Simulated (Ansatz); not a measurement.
```xyz
5
Lattice="5.7969 0.0000 0.0000 0.0000 3.8524 4.4721 0.0000 -3.8524 4.4721" Properties=species:S:1:pos:R:3 pbc="T T T"
K      0.0000     0.0000     1.0341
Sn     2.8985     0.0000     4.3705
Br     2.8985     2.0337     6.2167
Br     0.0000     0.0000     4.3143
Br     2.8985    -2.0337     6.2167
```

The cell was generated from a structure type, relaxed within its symmetry, and need not be the phase found at ambient conditions. Spin-orbit coupling is not included. K is the large-site (A) cation and Sn the one bonded closest to the anions (B).

Task: Give the diagonal Born effective charges atom by atom and the electronic dielectric tensor from linear response, Ansatz (an electronic-structure program), PBEsol functional, plane-wave PAW.

Result: 
| atom | Z*xx | Z*yy | Z*zz |
|---|---|---|---|
| K1 | 1.34 | 1.28 | 1.06 |
| Sn2 | 5.00 | 3.72 | 3.96 |
| Br3 | -0.60 | -2.22 | -2.22 |
| Br4 | -5.14 | -0.56 | -0.58 |
| Br5 | -0.60 | -2.22 | -2.22 |

ε∞ diagonal: 6.6, 5.0, 5.4. The program warned that the k mesh resolves the field response only roughly, so the permittivities are not converged. At this level the polar cell without biaxial strain is unstable to a cell-doubling distortion (lowest mode away from Γ 38i cm⁻¹ on a 2×2×2 mesh), so it is not the ground state. At Γ this cell has an unstable mode of 29i cm⁻¹, so it is a symmetry-held saddle and not a minimum.
